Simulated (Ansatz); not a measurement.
Here is the system:

```yaml
crystal:
  lattice:
    - [3.27638, 0.00000, 0.00000]
    - [-1.63819, 2.72928, 0.00000]
    - [0.00000, 0.00000, 5.15992]
  atoms:
    - { symbol: Ga, position: [0.33239, 0.66477, 0.99800] }
    - { symbol: Ga, position: [0.66761, 0.33523, 0.49800] }
    - { symbol: N, position: [0.32934, 0.65869, 0.37700] }
    - { symbol: N, position: [0.67066, 0.34131, 0.87700] }
```

Method: r2SCAN with spin-orbit coupling, rigid bands (plane waves, PAW; Ansatz, an electronic-structure program). Condition of this run: uniaxial stress along a of -8 GPa (compression positive) (the target of the relaxation). How the cell was made: cell and atoms relaxed with PBEsol, then loaded as said.

**Question.** Predict the electron conductivity mass (n e² τ/σ) at 300 K, by direction if it differs.

**Answer.** 0.188 (x), 0.194 (y), 0.178 (z) mₑ.

**Question.** Predict the hole conductivity mass (n e² τ/σ) at 300 K, by direction if it differs.

**Answer.** 1.85 (x), 0.57 (y), 1.60 (z) mₑ.

**Question.** And the band gap?

**Answer.** 2.18 eV at this level; semilocal functionals usually fall short of the measured gap.

Rigid bands, one relaxation time for all states, no polarons. Geometry: cell and atoms relaxed with PBEsol.
